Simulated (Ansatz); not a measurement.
Consider Al in the fcc (Cu type) structure (space group Fm-3m, No. 225; a = 3.9920 Å). Axes: x, y, z lie along the cube axes.

Method: plane-wave PAW DFT at the r2SCAN level (Ansatz, an electronic-structure program, 500 eV), no spin-orbit coupling.

Strains are applied to the cell and any free atomic positions relax; under biaxial strain the out-of-plane vector relaxes too; under stress the whole cell relaxes.

One change was made to it. Results:

```csv
quantity,base,after
energy relative to the base (free energy F),0 meV/atom,+1.7 meV/atom
shortest interatomic distance,2.823 Å,2.803 Å
```

### Question
Which change produced these results?
A) uniaxial strain ε_yy = +0.64 %
B) biaxial strain +0.26 %, plane normal [110], relaxed out of plane
C) uniaxial stress, 2 GPa compression along x

### Answer
C, uniaxial stress, 2 GPa compression along x. For comparison, the energy relative to the base in the other runs: biaxial strain +0.26 %, plane normal [110], relaxed out of plane gives +0.2 meV/atom; uniaxial strain ε_yy = +0.64 % gives +0.2 meV/atom.

A biaxial case was relaxed in a doubled cell and then solved in the primitive one. Without a gap, meshes like the base's 20×20×20 leave anisotropic stresses uncertain by several tenths of a GPa, and small strain energies with them. Stability under load was not tested beyond the relaxation.
